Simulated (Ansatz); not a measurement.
**Effect of uniaxial strain ε_zz = +0.50 % on Si**

Base system: Si in the diamond structure (space group Fd-3m, No. 227; a = 5.444 Å). Axes: x, y, z lie along the cube axes.

Modification: the cell is stretched by 0.50 % along z with no lateral relaxation; the atoms relax in the strained cell.

Computed with r2SCAN (Ansatz, an electronic-structure program; PAW; 500 eV plane waves; scalar-relativistic without spin-orbit coupling). Γ-centred 10×10×10 mesh, Fermi–Dirac width 0.05 eV.

| quantity | base | changed | shift |
|---|---|---|---|
| space group | Fd-3m (No. 227) | I4_1/amd (No. 141) | – |
| energy relative to the base (free energy F) | 0 meV/atom | +0.3 meV/atom | +0.3 meV/atom |
| pressure (mean of the normal stresses, compression positive) | 0.0 kbar | -4.8 kbar | -4.8 kbar |
| band gap | 0.78 eV | 0.76 eV | -0.02 eV |
| gap character | – | indirect, Γ → Γ–X (87 % along) | – |
| smallest direct gap | 2.74 eV | 2.72 eV | -0.02 eV |
| electron mass | 0.91 mₑ along k, 0.19 mₑ across (off the special points) | 0.91 mₑ along k, 0.19 mₑ across (off the special points) | – |
| valence-band top at Γ (three highest levels, from the VBM) | 0.00, 0.00, 0.00 eV | 0.00, 0.00, -0.04 eV | – |
| valley order (the lowest conduction-band minima on the path, energy above the VBM, named in the base's zone) | a point along ⟨100⟩, about 1.0 Å⁻¹ from Γ 0.78 eV; L along ⟨111⟩ 1.84 eV | a point along [100], about 1.0 Å⁻¹ from Γ 0.76 eV; a point along [001], about 1.0 Å⁻¹ from Γ 0.80 eV; L along [1-11] 1.81 eV | – |
| stress (xx, yy, zz, yz, xz, xy; compression positive) | – | (-0.31, -0.31, -0.84, 0.00, 0.00, 0.00) GPa | – |

Final structure:

```
CELL_PARAMETERS angstrom
      0.00000     2.72216     2.73577
      2.72216     0.00000     2.73577
      2.72216     2.72216     0.00000
ATOMIC_POSITIONS crystal
  Si 0.00000 0.00000 0.00000
  Si 0.25000 0.25000 0.25000
```

Masses are band curvatures over ±0.01 Å⁻¹ around the edge. Along k means along the line from Γ to the band edge. No phonon test of stability was made. Labels are those of the standard path for the cell's own space group.
